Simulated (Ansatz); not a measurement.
**Al3Sc: stress against strain**

Al3Sc (L1_2, Pm-3m, 16.395 Å³/atom at rest) under an equal strain ε in the (001) plane with the normal axis free, as in a coherent film. LDA in Ansatz, a plane-wave DFT program (PAW, default set), 420 eV, 14×14×14 Γ-centred mesh, Fermi-Dirac smearing 0.10 eV; ions are relaxed within the symmetry of each cell. Stress is positive for a compressed cell.

Here s stands for strain and y for stress xx.

```
strain (%)  stress xx (GPa)
----------  ---------------
-3.00                     ?
-1.20                  2.86
-0.60                  1.39
0.00                   0.00
0.60                  -1.31
1.20                  -2.53
```

The 5 complete rows are fitted with a straight line, y against s. Means: s 0, y 0.082. About the means, the sum of products is -8.0880 and the sum of squares of s is 3.6000; the slope is their ratio. Least squares gives y = 0.082 - 2.2467·s. Residuals (row less fit): 0.082, -0.040, -0.082, -0.044, 0.084; standard error 0.090 (degrees of freedom: 3). The slope gives the biaxial elastic modulus of this plane = 225 ± 5 GPa.

Task: Predict the withheld y at s = -3.00 from the fit, and compare with the calculation.

Result: y = 0.082 - 2.2467 × (-3.0) = 6.822 GPa. The calculation gives 7.78 GPa, 0.958 GPa above the prediction (9.3 % of the range of y in the table). The row lies outside the fitted rows, so this is an extrapolation. From the scatter of the fitted rows alone, a prediction at this place has a standard error of 0.172 GPa, so the miss is 5.6 times that.

One order more, fitted to all 11 runs of the series, follows each within 0.01, so the miss is the next term of a smooth law. In a metal these values are sensitive to mesh and smearing; energies are taken to zero smearing, stresses follow the free energy. Rows are the converged runs of the series near zero and its far end; series whose fitted rows scatter by over a few per cent of the range, as at a crossing or softening among them, aren't shown in this form. Most that stay on the fit to the last digits aren't either.
